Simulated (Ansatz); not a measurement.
Reference: GaP (F-43m), PBEsol with spin-orbit coupling, rigid bands (plane waves, PAW; Ansatz, a quantum-chemistry and plane-wave program); axes and stresses refer to this cell.

```
CELL_PARAMETERS angstrom
      0.00000     2.71944     2.71944
      2.71944     0.00000     2.71944
      2.71944     2.71944     0.00000
ATOMIC_POSITIONS crystal
  Ga 0.00000 0.00000 0.00000
  P  0.25000 0.25000 0.25000
```

hole conductivity mass: 0.48 mₑ
Seebeck coefficient, n-type 1e19 cm⁻³: -332 μV/K
Seebeck coefficient, p-type 1e19 cm⁻³: 318 μV/K

### Question
After one change the values are hole conductivity mass 0.33 mₑ; Seebeck coefficient, n-type 1e19 cm⁻³ -308 μV/K; Seebeck coefficient, p-type 1e19 cm⁻³ 254 μV/K. Which change was made?
(A) uniaxial stress along [110] of 2 GPa (compression positive)
(B) hydrostatic pressure 10 GPa
(C) uniaxial stress along [111] of -2 GPa (compression positive)
(D) hydrostatic pressure 5 GPa

### Answer
A, uniaxial stress along [110] of 2 GPa (compression positive)

Masses are for dilute carriers at 300 K, harmonic means over directions unless an axis is named. Seebeck coefficients are for the stated density at 300 K, with one relaxation time for all states and whether or not that doping can be reached. Stresses and pressures are the targets of the relaxation.  The structure type is held under load, also where the real crystal would transform.
